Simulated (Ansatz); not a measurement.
An Ansatz (a program for electronic structure) run: TiSi2 with a change (biaxial strain +3.24 %, plane normal [001], relaxed out of plane); PBE (Ansatz, PAW, spin-orbit coupling left out), earlier PAW set.

Input:

Ansatz 0.2 input:
```yaml
crystal:
  lattice:
    - [4.9352428901, 0, 0]
    - [-2.4408689352, 4.2893800514, 0]
    - [1.2471869774, 2.1446900257, 4.213030285]
  atoms:
    - { symbol: Si, position: [0.6630129539, 0.3369870461, 0] }
    - { symbol: Si, position: [0.3369870461, 0.6630129539, 0] }
    - { symbol: Si, position: [0.0869870461, 0.9130129539, 0.5] }
    - { symbol: Si, position: [0.4130129539, 0.5869870461, 0.5] }
    - { symbol: Ti, position: [0, 0, 0] }
    - { symbol: Ti, position: [0.75, 0.25, 0.5] }
basis: { ecutwfc: 420, ecutrho_ratio: 4, xc_grid: 2, fft_grid_basis: typed }
kpoints: { mp_grid: { grid: [13, 13, 13] } }
hamiltonian:
  xc: pbe
  dispersion: none
  pseudopotentials: { azcp: { folder: ./paw }, kind: paw }
scf: { occupations: { method: fermi_dirac, width: 0.05 } }
relax: { f_tol: 0.005, max_steps: 50, cell: { stress_tol: 0.01, fix: [a, b, gamma] } }
output: { forces: true, stress: true }
checkpoint: { write: state.ck, write_every: 1000 }
```

Output (explanatory and most iteration lines left out):

```
Relaxation: its limit of steps is 50 (relax.max_steps)
Pseudopotential: Si, paw, valence charge 4
Pseudopotential: Ti, paw, valence charge 12
Crystal: 6 atoms, lattice volume = 89.186 Å³
Basis set: ecut = 420 eV, 1725 PW (Γ), exchange–correlation on 72×72×72 points (8 copies of the dense FFT grid, shifted against one another)
Bands: 26, of which v1, the nominal top of the filled ones, is band 20 counted from 1 (19 counted from 0)
Symmetry: 8 space group operations
Space group: Fddd (ITA 70), of the structure as read, at distance tolerance 4.5e-5 Å
k-points: 343 of 2197
Functional: x = pbe(κ = 0.804, μ = 0.2195149727645171), c = pbe(β = 0.06672455060314922)
SCF iter   1: F=—  HF=-7546.407472 eV  |F-HF|=—  |Δ(HF+E_count)|=         —  Δρ=3.71e-2  dr2=2.15e0  ethr=3.10e-3  ⟨swp⟩=6.3  Hψ=42056  notcnv=0  defer=7
SCF iter   2: F=—  HF=-7546.003559 eV  |F-HF|=—  |Δ(HF+E_count)|=   4.04e-1  Δρ=2.27e-2  dr2=7.20e-1  ethr=3.10e-3  ⟨swp⟩=1.6  Hψ=11924  notcnv=0  defer=25
SCF 1 converged in 7 iterations: F = -7545.772316 eV  dr2 = 3.08e-8
relax step   1: F+E_penalty+E_count = -7545.77231647 eV  Δ(F+E_penalty+E_count) = +0.000e0 eV  max|allowed force component| = 5.143e-2 eV/Å  Δτ_max = 0.0000 Å  P = -4.558 GPa  Ω = 89.186 Å³  fix = [a, b, gamma]  reactions: a -8.314, b -8.314 GPa; gamma +4.420 GPa/rad  (7 SCF iters, dr2 threshold 1.00e-7 eV, accepted)
[... steps on the carried basis left out ...]
relax step   5: F+E_penalty+E_count = -7545.77947574 eV  Δ(F+E_penalty+E_count) = +2.892e-7 eV  max|allowed force component| = 5.842e-6 eV/Å  Δτ_max = 0.0001 Å  P = -5.721 GPa  Ω = 89.834 Å³  energy of the carried Pulay correction = -1.032e-4 eV  fix = [a, b, gamma]  reactions: a -8.582, b -8.582 GPa; gamma +4.727 GPa/rad  (8 SCF iters, dr2 threshold 4.87e-10 eV, accepted)
Crystal: 6 atoms, lattice volume = 89.834 Å³
SCF iter   1: F=—  HF=-7545.779592 eV  |F-HF|=—  |Δ(HF+E_count)|=         —  Δρ=3.38e-5  dr2=2.93e-8  ethr=1.95e-7  ⟨swp⟩=3.0  Hψ=65615  notcnv=0
SCF iter   2: F=—  HF=-7545.779583 eV  |F-HF|=—  |Δ(HF+E_count)|=   9.06e-6  Δρ=1.72e-5  dr2=9.65e-9  ethr=7.32e-11  ⟨swp⟩=2.0  Hψ=15332  notcnv=0
SCF 6 converged in 9 iterations: F = -7545.779584 eV  dr2 = 1.01e-18
SCF converged after 9 iterations
Free energy (F): -7545.779584 eV
Internal energy: -7545.762056 eV  (E = F + TS)
E sigma→0 (E₀):  -7545.770820 eV
Entropy (-TS):   -0.017528 eV (-2.921 meV/atom)
Fermi energy:    11.605354 eV
--- Forces (eV/Å), atoms counted from 1 ---
  atom   1  Si     0.00000220    -0.00000128     0.00000000
  atom   2  Si    -0.00000220     0.00000128    -0.00000000
  atom   3  Si    -0.00000220     0.00000128     0.00000000
  atom   4  Si     0.00000220    -0.00000128     0.00000000
  atom   5  Ti    -0.00000000    -0.00000000    -0.00000000
  atom   6  Ti     0.00000000     0.00000000     0.00000000
--- Stress (GPa, compression-positive) ---
       -8.651643       0.118300      -0.000000
        0.118300      -8.517007       0.000000
       -0.000000       0.000000      -0.000341
  P = ⅓ Tr σ = -5.7230 GPa (-57.230 kbar)
--- Relaxed structure (5 steps of the walk, 5 accepted, 1 SCFs on fresh bases) ---
  cell:  # Å, volume = 89.8340 Å³
    - [4.93524289009443, -3.169276808825479e-12, 2.9285539581505605e-11]
    - [-2.4408689352, 4.289380051406408, -1.4483970652947801e-11]
    - [1.2471869774220337, 2.1446900257016197, 4.243633599942187]
  atoms:
    - { symbol: Si, position: [0.6643347677980447, 0.3356652322019555, 1.328898353550029e-19] }
    - { symbol: Si, position: [0.3356652322019555, 0.6643347677980447, -1.3288983669922188e-19] }
    - { symbol: Si, position: [0.0856652322019554, 0.9143347677980445, 0.5000000000000001] }
    - { symbol: Si, position: [0.4143347677980448, 0.5856652322019558, 0.4999999999999999] }
    - { symbol: Ti, position: [-1.679022435788075e-20, 2.527643061443757e-20, 8.005999490149216e-32] }
    - { symbol: Ti, position: [0.7500000000000001, 0.25, 0.5] }
```

Without a gap, meshes like the base's 13×13×13 leave anisotropic stresses uncertain by several tenths of a GPa, and small strain energies with them. Stability against distortions was not tested. All final runs are without spin polarisation. The cell was made from TiSi₂ (space group Fddd, No. 70) by this change: biaxial strain +3.24 %, plane normal [001], relaxed out of plane.
